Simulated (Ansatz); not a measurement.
Amorphous Si$_{30}$N$_{40}$Ru, 71 atoms at 3.12 g/cm³, one PBE-relaxed geometry, zone centre. Methods: PBE, scalar-relativistic without spin-orbit coupling (Ansatz, a first-principles code); r2SCAN, scalar-relativistic without spin-orbit coupling (Ansatz); HSE06, scalar-relativistic without spin-orbit coupling (Ansatz). Plane waves to 420 eV (r2SCAN 500 eV); exact exchange is cut at the cell's faces. At PBE the levels at the filled edge of the gap are localised (band-tail or defect states), and the nearest spread-out levels lie 3.3 eV apart at the zone centre.

The cell was made by melting and quenching with the CHGNet potential and then relaxed with DFT. N atoms were pushed apart under 1.9 Å during the dynamics, to hinder bonds among them. The hot cell started wider than the set density and was brought back towards it in steps. It is the lowest in DFT energy of 2 quenches. It is a model cell: composition and starting density were chosen by hand, and all elements were melted together. No dispersion term was used. Its density started from a set value of 3.12 and ended at 3.12 g/cm³. The simulated quench (nominally 380 K/ps over its main leg) is rapid and tends to freeze in more defects than a deposited or slowly cooled glass has. One small periodic cell is one sample of the glass; other quenches scatter about these values. The volume was held where the preparation left it and the shape relaxed, at a PBE pressure of 6.7 GPa. Stress components on the final sampling reach 6.7 GPa.

The relaxation ran on the zone centre alone. At PBE the level gap is 0.86 eV on a 2×2×2 Γ-centred mesh, and the spacing at the zone centre alone 0.90 eV.

What zone-centre spacing does r2SCAN give, roughly?

1.21 eV (+0.31 eV against PBE).

What zone-centre spacing does HSE06 give, roughly?

2.24 eV (+1.34 eV against PBE).

The highest filled and the lowest empty state spread over these numbers of atoms (participation numbers): PBE: 2.1 and 49.2; r2SCAN: 2.0 and 50.2; HSE06: 2.1 and 50.7.
